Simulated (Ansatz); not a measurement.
Take PbTe in the rock salt structure (space group Fm-3m, No. 225) as the base.

```
PbTe
1.0
    0.00000     3.26711     3.26711
    3.26711     0.00000     3.26711
    3.26711     3.26711     0.00000
Te Pb
1 1
Direct
  0.00000   0.00000   0.00000
  0.50000   0.50000   0.50000
```

The other end (x = 1) is PbS in the rock salt structure (space group Fm-3m, No. 225): 26.66 Å³/atom, gap 0.69 eV.

Calculations: r2SCAN in Ansatz (plane waves to 500 eV, PAW, no spin-orbit coupling).

S replaces a fraction x of Te; each row is one arrangement (x, atoms in the cell, starting space group or random), fully relaxed.

One change was made to it. Results:

| quantity | base | after |
|---|---|---|
| mixing energy | – | +23 meV/atom |
| gap character (in this cell's own zone, which can be folded) | – | indirect, Γ → L₂ |
| mean first-shell distances | – | Te–Pb 3.249 Å (end compound 3.267 Å), S–Pb 3.054 Å (end compound 2.987 Å) |
| deviation of the volume from the linear (Vegard-type) interpolation | – | -0.6 % |

Task: Which of these changes matches the shifts?
A) x(S) = 0.75, 8 atoms, C2/m
B) x(S) = 0.25, 8 atoms, C2/m
C) x(S) = 0.5, 8 atoms, C2/m
D) x(S) = 0.25, 8 atoms, Pm-3m

Result: B, x(S) = 0.25, 8 atoms, C2/m. For comparison, the mixing energy in the other runs: x(S) = 0.25, 8 atoms, Pm-3m gives +61 meV/atom; x(S) = 0.75, 8 atoms, C2/m gives +28 meV/atom; x(S) = 0.5, 8 atoms, C2/m gives +39 meV/atom.

These are small ordered cells, not random alloys; other orderings at the same x differ. With Pb and Te present, leaving out spin-orbit coupling can change the band edges. Whether these cells are dynamically stable was not tested. k-point labels follow each cell's own Brillouin zone.

Ansatz is a first-principles code.
